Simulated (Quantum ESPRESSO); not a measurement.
**Several settings converged on ZnPt3 (P4mm, 4 atoms in the cell)**

```
CELL_PARAMETERS angstrom
      3.91025     0.00000     0.00000
      0.00000     3.91025     0.00000
      0.00000     0.00000     3.91025
ATOMIC_POSITIONS crystal
  Zn 0.00000 0.00000 0.01279
  Pt 0.50000 0.50000 0.00000
  Pt 0.00000 0.50000 0.50000
  Pt 0.50000 0.00000 0.50000
```

Base method: PBEsol, PSlibrary PAW (PBE) pseudopotentials (plane waves; Quantum ESPRESSO 7.5).

Base settings: ecutwfc = 50 Ry; ecutrho = 500 Ry; occupations = smearing; smearing = gaussian; degauss = 0.0073499 Ry; input_dft = pbesol; potentials = {Zn: Zn.pbe-dn-kjpaw_psl.1.0.0.UPF, Pt: Pt.pbe-n-kjpaw_psl.1.0.0.UPF}; K_POINTS = automatic 4 4 4 0 0 0; conv_thr = 1e-11 Ry; mixing_beta = 0.7.

The count of work is k-points × plane waves × bands × iterations; it is no time. Core times come from one kind of shared machine, to one figure; runs under 30 s give none.

**The k-point mesh**

The second cell is the first with its lattice scaled by 0.98.

Only quantities that move along the ladder and can be compared are tabulated.

| K_POINTS | free energy less the last step's (meV/atom) | energy of the compressed cell less the first (meV/atom) | pressure (GPa) | largest difference of a force vector from the last step's (eV/Å) | count of work / last |
|---|---|---|---|---|---|
| automatic 2 2 2 0 0 0 | -29.80 | -10.75 | -9.86 | 0.013 | 0.093 |
| automatic 4 4 4 0 0 0 | -31.42 | 6.78 | -6.73 | 0.005 | 0.28 |
| automatic 5 5 5 0 0 0 | 9.11 | 13.13 | -5.61 | 0.001 | 0.28 |
| automatic 7 7 7 0 0 0 | 4.24 | 10.32 | -6.02 | 0.002 | 0.58 |
| automatic 9 9 9 0 0 0 | 0.00 | 10.03 | -6.15 | 0.000 | 1.0 |

Coarsest K_POINTS that holds the free energy within 5 meV/atom: not settled: the last two steps still differ by 4.2 meV/atom, over half the tolerance, so the ladder does not show it.

Coarsest K_POINTS that holds the energy of the compressed cell less the first within 2 meV/atom of the last step, with all finer ones: automatic 7 7 7 0 0 0; the step before is off by 3.1 meV/atom.

Coarsest K_POINTS that holds the pressure within 1 GPa of the last step, with all finer ones: automatic 4 4 4 0 0 0, at 0.28 of the last step's count of work; the step before is off by 3.7 GPa.

**The k-point mesh at a smearing width of 0.02 eV**

In this ladder: degauss = 0.00147 Ry.

Only quantities that move along the ladder and can be compared are tabulated.

| K_POINTS | free energy less the last step's (meV/atom) | pressure (GPa) | largest difference of a force vector from the last step's (eV/Å) | count of work / last | core time / last (rough) |
|---|---|---|---|---|---|
| automatic 3 3 3 0 0 0 | -59.26 | -6.31 | 0.019 | 0.048 | 0.3 |
| automatic 5 5 5 0 0 0 | 11.78 | -5.49 | 0.002 | 0.15 | 0.3 |
| automatic 8 8 8 0 0 0 | -2.48 | -6.14 | 0.002 | 0.60 | 0.9 |
| automatic 11 11 11 0 0 0 | 0.00 | -6.25 | 0.000 | 1.0 | 1 |

Coarsest K_POINTS that holds the free energy within 5 meV/atom of the last step, with all finer ones: automatic 8 8 8 0 0 0; the step before is off by 12 meV/atom.

Coarsest K_POINTS that holds the pressure within 0.5 GPa of the last step, with all finer ones: automatic 8 8 8 0 0 0; the step before is off by 0.77 GPa.

Coarsest K_POINTS that holds the forces within 0.01 eV/Å of the last step, with all finer ones: automatic 5 5 5 0 0 0, at 0.15 of the last step's count of work and about 0.3 of the last step's time; the step before is off by 0.019 eV/Å.

**The k-point mesh at a smearing width of 0.3 eV**

In this ladder: degauss = 0.02205 Ry.

Only quantities that move along the ladder and can be compared are tabulated.

```csv
K_POINTS,free energy less the last step's (meV/atom),pressure (GPa),largest difference of a force vector from the last step's (eV/Å),count of work / last,core time / last (rough)
automatic 3 3 3 0 0 0,-49.60,-5.78,0.019,0.056,0.2
automatic 5 5 5 0 0 0,7.38,-5.41,0.000,0.17,0.3
automatic 8 8 8 0 0 0,-1.08,-5.78,0.001,0.69,0.8
automatic 11 11 11 0 0 0,0.00,-5.80,0.000,1.0,1
```

Coarsest K_POINTS that holds the free energy within 5 meV/atom of the last step, with all finer ones: automatic 8 8 8 0 0 0; the step before is off by 7.4 meV/atom.

Coarsest K_POINTS that holds the forces within 0.005 eV/Å of the last step, with all finer ones: automatic 5 5 5 0 0 0, at 0.17 of the last step's count of work and about 0.3 of the last step's time; the step before is off by 0.019 eV/Å.

Coarsest K_POINTS that holds the pressure within 0.1 GPa of the last step, with all finer ones: automatic 8 8 8 0 0 0; the step before is off by 0.40 GPa.

On the base run: the starting cell comes from a database of computed structures (which also holds hypothetical and non-ambient phases and stackings), without a prior relaxation at this level. Its lattice was rescaled by up to half a per cent. One atom was moved a little off its site on purpose. Spin polarisation is off. In the base run, with a pressure of about -7 GPa the cell is away from its equilibrium volume at this level. Without a gap this mesh is coarse (it stands for a supercell whose shortest vector is 16 Å).
